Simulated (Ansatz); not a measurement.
Given:

Host crystal: wurtzite ZnO, with a band gap (PBE, scalar-relativistic without spin-orbit coupling).

End structure of OH on the 1x1 (10-10) surface of wurtzite ZnO (cut with top plane O + Zn), one in a 2x1 cell, started at the site 'hollow O-O-Zn-Zn-Zn':

```
CELL_PARAMETERS angstrom
      6.55898     0.00000     0.00000
      0.00000     5.29379     0.00000
      0.00000     0.00000    28.50000
ATOMIC_POSITIONS crystal
  O  0.25000 0.37743 0.33452
  O  0.75000 0.37743 0.33452
  Zn 0.25000 0.03125 0.34633
  Zn 0.75000 0.03125 0.34633
  O  0.00000 0.87215 0.36753
  O  0.50000 0.87215 0.36753
  Zn 0.00000 0.49479 0.36289
  Zn 0.50000 0.49479 0.36289
  O  0.00000 0.37176 0.43285
  O  0.50000 0.37176 0.43285
  Zn 0.00000 0.99599 0.43628
  Zn 0.50000 0.99599 0.43628
  O  0.25000 0.87015 0.46746
  O  0.75000 0.87015 0.46746
  Zn 0.25000 0.49048 0.46515
  Zn 0.75000 0.49048 0.46515
  O  0.25912 0.37134 0.53223
  O  0.74149 0.37136 0.53224
  Zn 0.25391 0.99339 0.53458
  Zn 0.74662 0.99342 0.53457
  O  0.00025 0.86606 0.56324
  O  0.50028 0.87135 0.56731
  Zn 0.00035 0.49172 0.56141
  Zn 0.50030 0.49215 0.57044
  O  0.00040 0.35085 0.62428
  O  0.50028 0.37107 0.63937
  Zn 0.00026 0.98313 0.63222
  Zn 0.50038 0.98869 0.63705
  O  0.24774 0.85929 0.65933
  O  0.75292 0.85927 0.65938
  Zn 0.22657 0.49501 0.66509
  Zn 0.77416 0.49495 0.66502
  O  0.00016 0.45573 0.71376
  H  0.99998 0.59861 0.73521
```

Set-up: 34 atoms, 9.4 Å thick at the start under the adsorbate (thin: gaps and levels are the slab's own); mesh 3x4x1; 0.01 eV smearing; dipole correction on; single point; no symmetry held, on the structure that PBE left; spin-polarised, ending with about 0.9 μB a cell, a value that depends on the mesh; orders that need a larger cell were not tried, no spin-orbit, no U, no dispersion correction. The slab shows no gap over 0.04 eV on its mesh. The program's check for a lower electronic state was not made. At the end it is bonded to 2 Zn. In PBE it is, or lies within 0.03 eV of, the lowest of the starts that converged; the order may differ at this level.

A negative adsorption energy means that the adsorbate is more stable on the surface than in its reference.

Question: What is the computed change of the step from the bottom to the top vacuum level, against the clean slab (r2SCAN, at the PBE geometry and the start's symmetry in Ansatz, a first-principles code)?

Answer: 0.17 eV

Question: Give the adsorption energy against H2O(g) − ½ H2(g) at the same level at the level r2SCAN, at the PBE geometry and the start's symmetry.

Answer: 1.35 eV

Question: What work function of the top face does r2SCAN, at the PBE geometry and the start's symmetry give?

Answer: 6.15 eV
